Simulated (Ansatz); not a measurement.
The parent structure is Au in the fcc (Cu type) structure (space group Fm-3m, No. 225; a = 4.048 Å; relaxed with 0.1 eV smearing). Axes: x, y, z lie along the cube axes.

Calculations: plane-wave PAW DFT at the LDA level (Ansatz, a first-principles code, 420 eV), scalar-relativistic without spin-orbit coupling.

For the base:

| Quantity | Result |
|---|---|
| Pressure | 0.0 GPa |
| Shortest interatomic distance | 2.862 Å |

The change: the cell is stretched by 1.50 % along z with no lateral relaxation, atoms relaxed at fixed cell.

### Question
Predict the new pressure, energy relative to the base and shortest interatomic distance.

### Answer
The pressure (mean of the normal stresses, compression positive) goes from zero to -2.8 GPa; the energy rises by 2.4 meV/atom; the shortest interatomic distance is still 2.862 Å.

The cells carry an imposed strain or load. Stability against distortions was not tested.
